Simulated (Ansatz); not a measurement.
The reference is TiC in the rock salt structure (space group Fm-3m, No. 225; relaxed with 0.1 eV smearing).

```
TiC
1.0
    0.00000     2.16636     2.16636
    2.16636     0.00000     2.16636
    2.16636     2.16636     0.00000
C Ti
1 1
Cartesian
  0.00000   0.00000   0.00000
  2.16636   2.16636   2.16636
```

Cartesian axes are those of the cell as printed.

All numbers come from DFT with PBE, PAW potentials and a 420 eV plane-wave cutoff in Ansatz (an electronic-structure program), scalar-relativistic without spin-orbit coupling, earlier PAW set.

Perturbation: every lattice vector is stretched by 2.86 %; the atoms relax in the strained cell.

Question: Predict the stress tensor and what it implies for the stiffness.

Answer: Stress of the strained cell less that of the base (GPa, compression positive):
```
  -17.8     0.0     0.0
    0.0   -17.8     0.0
    0.0     0.0   -17.8
```

Then B = −ΔP/(ΔV/V₀) with ΔV/V₀ = 0.0883 gives secant stiffness values (nonlinear terms included at this strain): B ≈ 202 GPa.

As a check, the harmonic strain energy −½ V₀ Δσ:ε is 49 meV/atom; the computed energy rise is 54 meV/atom.

No phonon test of stability was made. All final runs are without spin polarisation.
